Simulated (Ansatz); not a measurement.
# How the lattice constant a of BePt (model structure, started from the CuAu type, P4/mmm, No. 123, 2 atoms in the cell) moves with the method

No measured value is used here.

```
level (code)      value (Å)
---------------  ----------
PBE (Ansatz)          2.798
PBEsol (Ansatz)       2.774
r²SCAN (Ansatz)  (withheld)
```

Question: Complete the blanks.

Answer: 
- r²SCAN (Ansatz, a program for electronic structure), value (Å): 2.782

The crystal itself was run without spin with PBE, PBEsol, r²SCAN; a magnetic state was not tried in these runs. Density-functional levels without +SOC have no spin–orbit coupling. Cutoffs differ between the levels. Ansatz's density-functional and Hartree–Fock values are scalar-relativistic unless marked +SOC, with PAW data made under PBE.

A model structure was made by putting elements into a prototype or built by hand; it is no filed structure, need not be a known phase, and can be a saddle point held by its symmetry.
